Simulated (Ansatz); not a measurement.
The boundary is one mirror-built cell; no search for the lowest one was made.

System: Σ5 (310) symmetric tilt boundary in bcc W, with one O atom a cell (16.0 Å²) in the boundary; relaxed on a coarser mesh with the in-plane cell held.

Data:

```
W38O
1.0
    3.18360     0.00000     0.00000
    1.59180     5.03371     0.00000
    0.00000     0.00000    39.07582
W O
38 1
Direct
  0.00053   0.99951   0.02560
  0.70236   0.59472   0.05838
  0.40256   0.19462   0.08064
  0.10109   0.79771   0.10732
  0.80345   0.39292   0.13329
  0.50262   0.99578   0.15857
  0.20262   0.59578   0.18435
  0.90262   0.19578   0.21013
  0.60262   0.79578   0.23591
  0.30262   0.39578   0.26168
  0.00262   0.99578   0.28746
  0.70262   0.59578   0.31324
  0.40262   0.19578   0.33902
  0.10262   0.79578   0.36480
  0.80262   0.39578   0.39057
  0.50076   0.00024   0.41580
  0.20418   0.59377   0.44225
  0.90062   0.20092   0.46884
  0.60759   0.78657   0.49020
  0.28287   0.43777   0.52560
  0.60759   0.78657   0.56101
  0.90062   0.20092   0.58237
  0.20418   0.59377   0.60895
  0.50076   0.00024   0.63541
  0.80262   0.39578   0.66063
  0.10262   0.79578   0.68641
  0.40262   0.19578   0.71219
  0.70262   0.59578   0.73797
  0.00262   0.99578   0.76375
  0.30262   0.39578   0.78952
  0.60262   0.79578   0.81530
  0.90262   0.19578   0.84108
  0.20262   0.59578   0.86686
  0.50262   0.99578   0.89263
  0.80345   0.39292   0.91792
  0.10109   0.79771   0.94388
  0.40256   0.19462   0.97057
  0.70236   0.59472   0.99283
  0.91890   0.16592   0.52560
```

The resistance of the junction is A R = A (h/e²)[1/T − 1/(2N₁) − 1/(2N₂)] a spin, with T the transmission and N₁, N₂ the leads' channels in a cell of area A; the spins conduct in parallel.

Values are means of three energies within 0.05 eV of the Fermi level, on a potential converged at a Fermi-Dirac width of 0.05 eV. Resistances leave out the leads' Sharvin resistance. Spin-orbit coupling is left out.

Question: Estimate the specific resistance of the junction and the share of channels that pass that PBE (Ansatz, a first-principles code) returns for this system.

Answer: AR = 1.6 × 10⁻¹⁵ Ω m²; 41 % of the channels of the narrower lead pass.
